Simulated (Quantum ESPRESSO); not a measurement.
A self-consistent single point of TeHO3 (Pna2_1, 40 atoms in the cell) with Quantum ESPRESSO.

Method of the run: LDA (PZ), GBRV 1.5 ultrasoft (LDA) pseudopotentials (plane waves; Quantum ESPRESSO).

This input was run:

```fortran
&CONTROL
   calculation = 'scf'
   prefix = 'teho3'
   outdir = './tmp'
   pseudo_dir = './'
   tprnfor = .true.
   tstress = .true.
/
&SYSTEM
   ibrav = 8
   A = 12.2713950000
   B = 8.5271930000
   C = 4.9506710000
   nat = 40
   ntyp = 3
   ecutwfc = 40
   ecutrho = 200
   occupations = 'fixed'
   nbnd = 104
/
&ELECTRONS
   conv_thr = 1e-10
   mixing_beta = 0.5
/
ATOMIC_SPECIES
Te   127.6000  te_lda_v1.uspp.F.UPF
H      1.0080  h_lda_v1.4.uspp.F.UPF
O     15.9990  o_lda_v1.2.uspp.F.UPF
ATOMIC_POSITIONS {angstrom}
Te    4.7616694018    3.9573849994    0.0033169496
Te    7.5097255982    4.5698080006    2.4786524496
Te    1.3740280981    8.2209814994    2.4786524496
Te   10.8973669019    0.3062115006    0.0033169496
Te    0.7530955111    3.0512854712    4.2346059466
Te   11.5182994888    5.4759075288    1.7592704466
Te    5.3826019889    7.3148819712    1.7592704466
Te    6.8887930111    1.2123110288    4.2346059466
H     3.3167126406    4.7885305011    2.9409461075
H     8.9546823594    3.7386624989    0.4656106075
H     2.8189848594    0.5249340011    0.4656106075
H     9.4524101406    8.0022589989    2.9409461075
H     3.5816520587    2.7064457863    1.9504158539
H     8.6897429413    5.8207472137    4.4257513539
H     2.5540454414    6.9700422863    4.4257513539
H     9.7173495586    1.5571507137    1.9504158539
O     3.2046748043    4.1091690348    3.6707245197
O     9.0667201957    4.4180239652    1.1953890197
O     2.9310226957    8.3727655348    1.1953890197
O     9.3403723042    0.1544274652    3.6707245197
O     0.5237431386    3.8356166833    2.4724641108
O    11.7476518614    4.6915763167    4.9477996108
O     5.6119543614    8.0992131833    4.9477996108
O     6.6594406386    0.4279798167    2.4724641108
O     7.9957955541    2.9546723745    3.4625488041
O     4.2755994459    5.5725206255    0.9872133041
O    10.4112969459    7.2182688745    0.9872133041
O     1.8600980541    1.3089241255    3.4625488041
O     6.3477472056    3.4676683054    1.1919235500
O     5.9236477944    5.0595246946    3.6672590500
O    12.0593452944    7.7312648054    3.6672590500
O     0.2120497056    0.7959281946    1.1919235500
O     5.2092071775    2.2830706538    3.9380607537
O     7.0621878225    6.2441223462    1.4627252537
O     0.9264903225    6.5466671538    1.4627252537
O    11.3449046775    1.9805258462    3.9380607537
O     3.4073982496    2.8454390322    0.9688463147
O     8.8639967503    5.6817539678    3.4441818147
O     2.7282992504    7.1090355322    3.4441818147
O     9.5430957496    1.4181574678    0.9688463147
K_POINTS {automatic}
2 2 3  0 0 0
```

Output (repeated stretches shortened):

```
     Self-consistent Calculation

     iteration #  1     ecut=    40.00 Ry     beta= 0.50

     total energy              =    -991.14330247 Ry
     estimated scf accuracy    <      10.88764360 Ry

     iteration #  2     ecut=    40.00 Ry     beta= 0.50

     total energy              =    -994.52443635 Ry
     estimated scf accuracy    <       3.57013334 Ry

     iteration #  3     ecut=    40.00 Ry     beta= 0.50

     total energy              =    -995.02937903 Ry
     estimated scf accuracy    <       0.39350852 Ry

   [... 14 blocks of this kind left out ...]

     iteration # 18     ecut=    40.00 Ry     beta= 0.50

     total energy              =    -995.09355828 Ry
     estimated scf accuracy    <          1.6E-10 Ry

     iteration # 19     ecut=    40.00 Ry     beta= 0.50
     End of self-consistent calculation

     highest occupied, lowest unoccupied level (ev):     2.9910    4.6763

!    total energy              =    -995.09355828 Ry
     estimated scf accuracy    <          1.1E-11 Ry

     convergence has been achieved in  19 iterations

     Forces acting on atoms (cartesian axes, Ry/au):

     atom    1 type  1   force =     0.00986655    0.00265552   -0.00136265
     atom    2 type  1   force =    -0.00986655   -0.00265552   -0.00136265
     atom    3 type  1   force =    -0.00986655    0.00265552   -0.00136265
     atom    4 type  1   force =     0.00986655   -0.00265552   -0.00136265
     atom    5 type  1   force =    -0.00955878   -0.00831270   -0.01507249
   [... 31 lines left out ...]
     atom   37 type  3   force =     0.00684050    0.00247756    0.00398240
   [... lines left out ...]

     Total force =     0.078072     Total SCF correction =     0.000006

          total   stress  (Ry/bohr**3)                   (kbar)     P=      -78.29
  -0.00050806   0.00000000   0.00000000          -74.74        0.00        0.00
   0.00000000  -0.00053422   0.00000000            0.00      -78.59        0.00
   0.00000000   0.00000000  -0.00055425            0.00        0.00      -81.53

   JOB DONE.
```

The run converged in 19 iterations. For comparison: a first run was changed to give this one (lattice scaled by 1.015), and from it to this one the free energy rises by 17.9 meV/atom, the pressure goes from -2.19 to -7.83 GPa, the largest force goes from 0.708 to 0.506 eV/Å and the gap on the mesh goes from 1.869 to 1.685 eV.

The starting cell comes from a database of computed structures (which also holds hypothetical and non-ambient phases and stackings), without a prior relaxation at this level. Its lattice was rescaled by a random factor within 2.5 % of one. For this run, on top of that: lattice scaled by 1.015. Spin-orbit coupling is off.

Cost on one core of a shared machine: roughly 10 min.
